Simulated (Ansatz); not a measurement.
## Short convergence ladders for ZrOs (Pm-3m, 2 atoms in the cell)

```
ZrOs
1.0
    3.28632     0.00000     0.00000
    0.00000     3.28632     0.00000
    0.00000     0.00000     3.28632
Zr Os
1 1
Direct
  0.50000   0.50000   0.50000
  0.00000   0.00000   0.00000
```

Base method: LDA (PW92), default PAW files made with PBE (plane waves; Ansatz, a first-principles code).

Base settings: basis.ecutwfc = 420 eV; kpoints.mp_grid.grid = 10 10 10; hamiltonian.xc = lda; hamiltonian.pseudopotentials = {kind: paw} (the program's default PAW files); scf.occupations.method = gaussian; scf.occupations.width = 0.1 eV.

**Zone-centre phonons against the mesh**

In this ladder: phonons.method = dfpt.

Frequencies are those of the unrelaxed cell, without the LO-TO term of polar crystals.

Only quantities that move along the ladder and can be compared are tabulated.

| kpoints.mp_grid.grid | highest zone-centre frequency (cm⁻¹) |
|---|---|
| 3 3 3 | 71.6 |
| 4 4 4 | 170.7 |
| 5 5 5 | 157.4 |
| 6 6 6 | 159.9 |
| 8 8 8 | 167.8 |
| 12 12 12 | 164.9 |
| 15 15 15 | 165.2 |
| 18 18 18 | 163.8 |
| 23 23 23 | 164.3 |

Coarsest kpoints.mp_grid.grid that holds the highest zone-centre frequency within 10 cm⁻¹ of the last step, with all finer ones: 4 4 4; the step before is off by 93 cm⁻¹.

**The q mesh of the phonons**

In this ladder: kpoints.mp_grid.grid = 12 12 12; phonons.method = dfpt.

Only quantities that move along the ladder and can be compared are tabulated.

Thermal sums run over frequencies interpolated from this q mesh.

| phonons.qmesh | zero-point energy (meV/atom) | vibrational free energy at 300 K (meV/atom) |
|---|---|---|
| 1 1 1 | 20.95 | -50.06 |
| 2 2 2 | 28.73 | -24.82 |
| 3 3 3 | 28.43 | -26.42 |

Coarsest phonons.qmesh that holds the vibrational free energy at 300 K within 2 meV/atom: not settled: the last two steps still differ by 1.6 meV/atom, over half the tolerance, so the ladder does not show it.

Coarsest phonons.qmesh that holds the zero-point energy within 1 meV/atom of the last step, with all finer ones: 2 2 2; the step before is off by 7.5 meV/atom.

On the base run: the starting cell comes from a database of computed structures (which also holds hypothetical and non-ambient phases and stackings), without a prior relaxation at this level. Its lattice was rescaled by up to half a per cent. Spin polarisation is off. In the base run, with a pressure of about -12 GPa the cell is away from its equilibrium volume at this level.

Keys are those of Ansatz 0.2.
